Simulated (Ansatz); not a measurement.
The parent structure is PbTe in the rock salt structure (space group Fm-3m, No. 225).

```
CELL_PARAMETERS angstrom
      0.00000     3.28473     3.28473
      3.28473     0.00000     3.28473
      3.28473     3.28473     0.00000
ATOMIC_POSITIONS crystal
  Te 0.50000 0.50000 0.50000
  Pb 0.00000 0.00000 0.00000
```

The values are results of Ansatz (a program for electronic structure) PBE, no SOC, not measurements.

Strains are applied to the cell and any free atomic positions relax.

One change was made to it. Results:

| quantity | base | after |
|---|---|---|
| valley order (the lowest conduction-band minima on the path, energy above the VBM, named in the base's zone) | L along ⟨111⟩ 0.83 eV; a point along ⟨110⟩, about 0.5 Å⁻¹ from Γ 1.36 eV; a point along ⟨100⟩, about 0.3 Å⁻¹ from Γ 1.81 eV | L along ⟨111⟩ 0.71 eV; a point along ⟨110⟩, about 0.5 Å⁻¹ from Γ 1.29 eV; a point along ⟨100⟩, about 0.3 Å⁻¹ from Γ 1.73 eV |
| width of the top valence band | 2.52 eV | 2.88 eV |
| pressure | -0.01 GPa | 2.67 GPa |

Q: What was done to the base?
(A) isotropic strain +1.00 %
(B) isotropic strain +1.50 %
(C) isotropic strain −1.50 %
(D) isotropic strain −2.00 %
(E) isotropic strain −1.00 %

A: D, isotropic strain −2.00 %. For comparison, the valley order in the other runs: isotropic strain −1.00 % gives L along ⟨111⟩ 0.77 eV; a point along ⟨110⟩, about 0.5 Å⁻¹ from Γ 1.33 eV; a point along ⟨100⟩, about 0.3 Å⁻¹ from Γ 1.77 eV; isotropic strain +1.00 % gives L along ⟨111⟩ 0.88 eV; a point along ⟨110⟩, about 0.5 Å⁻¹ from Γ 1.40 eV; a point along ⟨100⟩, about 0.3 Å⁻¹ from Γ 1.83 eV; isotropic strain −1.50 % gives L along ⟨111⟩ 0.74 eV; a point along ⟨110⟩, about 0.5 Å⁻¹ from Γ 1.31 eV; a point along ⟨100⟩, about 0.3 Å⁻¹ from Γ 1.75 eV; isotropic strain +1.50 % gives L along ⟨111⟩ 0.90 eV; a point along ⟨110⟩, about 0.5 Å⁻¹ from Γ 1.41 eV; a point along ⟨100⟩, about 0.3 Å⁻¹ from Γ 1.85 eV.

With Pb and Te present, leaving out spin-orbit coupling can change the band edges. The levels and masses belong to the bands next to the band gap. Whether these cells are dynamically stable was not tested.
